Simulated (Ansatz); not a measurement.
The starting structures come from a database of crystals and need not be the phases stable at ambient conditions.

 Where the default PAW files enter, the runs use the earlier of Ansatz's two default sets.

```yaml
crystal:
  lattice:
    - [4.69184, 0.00000, 0.00000]
    - [-2.34592, 4.06326, 0.00000]
    - [2.34592, 1.35442, 3.83087]
  atoms:
    - { symbol: Mg, position: [0.50000, 0.25000, 0.25000] }
    - { symbol: Mg, position: [0.50000, 0.75000, 0.75000] }
    - { symbol: H, position: [0.50768, 0.25384, 0.74616] }
    - { symbol: H, position: [0.49232, 0.74616, 0.25384] }
    - { symbol: H, position: [0.00000, 0.25384, 0.74616] }
    - { symbol: H, position: [0.00000, 0.74616, 0.25384] }
    - { symbol: H, position: [0.00000, 0.74616, 0.74616] }
    - { symbol: H, position: [0.00000, 0.25384, 0.25384] }
    - { symbol: Os, position: [0.00000, 0.00000, 0.00000] }
```

Space group of this cell: Fm-3m. The cell is taken as given.

Transport runs along the normal of the first two printed cell vectors, the (111) plane of the conventional cell.

No gap correction and no spin-orbit coupling; mid-gap values are interpolated between computed energies.

Problem. State the band gap and the smallest decay constant κ at mid-gap according to Ansatz (an electronic-structure program) with r2SCAN.

Solution. Gap 3.83 eV on a 10×10×10 mesh; κ = 0.405 1/Å, at the zone centre.
